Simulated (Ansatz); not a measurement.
## Ge: response to strain

Take Ge in the diamond structure (space group Fd-3m, No. 227; a = 5.6727 Å) as the base. Axes: x, y, z lie along the cube axes.

Strains are applied to the cell and any free atomic positions relax; under biaxial strain the out-of-plane vector relaxes too.

Level of theory: r2SCAN (Ansatz, an electronic-structure program, PAW, scalar-relativistic without spin-orbit coupling), earlier PAW set.

Candidates:
(a) biaxial strain +1.53 %, plane normal [001], relaxed out of plane
(b) isotropic strain −0.27 %
(c) biaxial strain +3.67 %, plane normal [110], relaxed out of plane
(d) biaxial strain +1.59 %, plane normal [111], relaxed out of plane
(e) uniaxial strain ε_xx = +4.28 %

Notes on the quantities. energy relative to the base: free energy F.

### Question
Order them by energy relative to the base, lowest first.

### Answer
(b) isotropic strain −0.27 % (+0.4 meV/atom), (a) biaxial strain +1.53 %, plane normal [001], relaxed out of plane (+4.4 meV/atom), (d) biaxial strain +1.59 %, plane normal [111], relaxed out of plane (+6.1 meV/atom), (e) uniaxial strain ε_xx = +4.28 % (+16 meV/atom), (c) biaxial strain +3.67 %, plane normal [110], relaxed out of plane (+30 meV/atom)

A biaxial case was relaxed in a doubled cell and then solved in the primitive one. The mesh was chosen for an insulator and is coarse for the gapless case. No phonon test of stability was made.
